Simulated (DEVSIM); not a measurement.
System: Cr/SiO2/p-Si capacitor, at 300 K.

```tsv
layer (left to right)	material	thickness (nm)	Na (cm⁻³)
1	SiO2	26.0	-
2	Si	1200	2.2e17
```

Metal gate on the left, work function 4.5 eV. Fixed charge at the semiconductor interface 0 cm⁻² (in units of +e); no interface traps.

Constants are typed, rounded textbook-type inputs, not results; the design itself was drawn at random and stands for no fabricated device. Values at 300 K; Nc and Nv go as T^1.5, mobilities as T to minus their exponent, the gap by Varshni's rule with the affinity fixed.

```
parameter         SiO2        Si
----------------  ----  --------
gap (eV)             9     1.124
affinity (eV)      0.9      4.05
permittivity       3.9      11.7
Nc (cm⁻³)            -   2.86e19
Nv (cm⁻³)            -    3.1e19
Varshni α (eV/K)     -  0.000473
Varshni β (K)        -       636
```

DEVSIM, 1D Poisson equation in equilibrium, Boltzmann statistics, complete ionisation; no quantum confinement or tunnelling. Metal contacts follow the ideal Schottky-Mott rule: no Fermi-level pinning, no interface dipoles.

The temperature was swept, all else fixed.

| temperature (K) | flat-band voltage (V) | minimum of the low-frequency capacitance (μF/cm²) |
|---|---|---|
| 250 | -0.59 | 0.0713 |
| 300 | -0.55 | 0.0726 |
| 350 | -0.50 | 0.0747 |
| 400 | -0.46 | 0.0776 |
| 450 | -0.42 | 0.0801 |
| 500 | -0.37 | 0.0832 |

From the first row to the last the flat-band voltage goes from -0.59 to -0.37. From the first row to the last the minimum of the low-frequency capacitance goes from 0.0713 to 0.0832.
